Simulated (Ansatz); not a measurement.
Abridged Ansatz (an electronic-structure program) output:

```
Pseudopotential: Ca, paw, valence charge 10
Pseudopotential: B, paw, valence charge 3
Crystal: 3 atoms, lattice volume = 35.679 Å³
Basis set: ecut = 420 eV, 721 PW (Γ), exchange–correlation on 48×48×54 points (8 copies of the dense FFT grid, shifted against one another)
Bands: 12, of which v1, the nominal top of the filled ones, is band 8 counted from 1 (7 counted from 0)
Symmetry: 24 space group operations
k-points: 231 of 3468
Functional: x = pbesol(κ = 0.804, μ = 0.12345679012345678), c = pbesol(β = 0.046)
SCF iter   1: F=—  HF=-2099.596864 eV  |F-HF|=—  |Δ(HF+E_count)|=         —  Δρ=3.75e-3  dr2=6.85e-3  ethr=1.77e-3  ⟨swp⟩=6.6  Hψ=19935  notcnv=0
SCF iter   2: F=—  HF=-2099.595324 eV  |F-HF|=—  |Δ(HF+E_count)|=   1.54e-3  Δρ=2.19e-3  dr2=1.77e-3  ethr=4.28e-5  ⟨swp⟩=2.3  Hψ=5706  notcnv=0
SCF 1 converged in 9 iterations: F = -2099.594892 eV  dr2 = 2.48e-10
SCF converged after 9 iterations
Free energy (F): -2099.594892 eV
Internal energy: -2099.587318 eV  (E = F + TS)
E sigma→0 (E₀):  -2099.591105 eV
Entropy (-TS):   -0.007574 eV (-2.525 meV/atom)
Fermi energy:    9.513127 eV
--- Forces (eV/Å), atoms counted from 1 ---
  atom   1  Ca     0.00000000     0.00000000     0.00000000
  atom   2  B      0.00000000    -0.00000000     0.00000000
  atom   3  B     -0.00000000     0.00000000    -0.00000000
--- Stress (GPa, compression-positive) ---
        0.000349       0.000000      -0.000000
        0.000000       0.000349       0.000000
       -0.000000       0.000000      -0.002289
  P = ⅓ Tr σ = -0.0005 GPa (-0.005 kbar)
```

What was computed, and what are the main results?

CaB2, 3 atoms in the cell, with PBEsol (Ansatz, PAW, spin-orbit coupling left out). The last SCF converged to F = -2099.594892 eV, or -699.8650 eV per atom, at a pressure of 0.00 GPa. The total energy compares only with runs of the same code, potentials and settings.

Stability against distortions was not tested. All final runs are without spin polarisation. The cell was made from TiB2 by this change: Ti → Ca; the result is a model cell, its experimental status unchecked.
